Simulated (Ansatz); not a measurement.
## WSi2: Si → Pb

Start from WSi2 (space group I4/mmm, No. 139; a = 3.229 Å, c = 7.867 Å).

It is then changed as follows: every Si is replaced by Pb, then cell and atoms are relaxed.

Level of theory: PBE (Ansatz, an electronic-structure program), spin-orbit coupling left out. k-mesh 18×18×18 (Γ-centred); smearing 0.05 eV (Fermi–Dirac), for the changed cell.

```csv
quantity,base,changed,shift
volume per atom,13.67 Å³,22.75 Å³,+9.08 Å³
density,9.72 g/cm³,14.55 g/cm³,+4.836 g/cm³
lattice parameter a,3.229 Å,3.685 Å,+0.456 Å
c/a ratio,2.436,2.728,+0.292
space group,I4/mmm (No. 139),I4/mmm (No. 139),–
shortest interatomic distance,2.603 Å,3.025 Å,+0.422 Å
band gap,zero,zero,–
```

Final structure:

```xyz
3
Lattice="-1.8425 1.8425 5.0269 1.8425 -1.8425 5.0269 1.8425 1.8425 -5.0269" Properties=species:S:1:pos:R:3 pbc="T T T"
W      0.0000     0.0000     0.0000
Pb     0.0000     0.0000     3.4902
Pb     0.0000     0.0000     6.5636
```

Cost of the whole job for the changed cell (relaxation, final SCF and bands): around 5 core-minutes (rough).

No phonon test of stability was made. As relaxed here, Pb2W is a hypothetical phase, not in the database extracts checked. All final runs are without spin polarisation. Pb2W has a high density of states at the Fermi level and may be magnetic at this level.
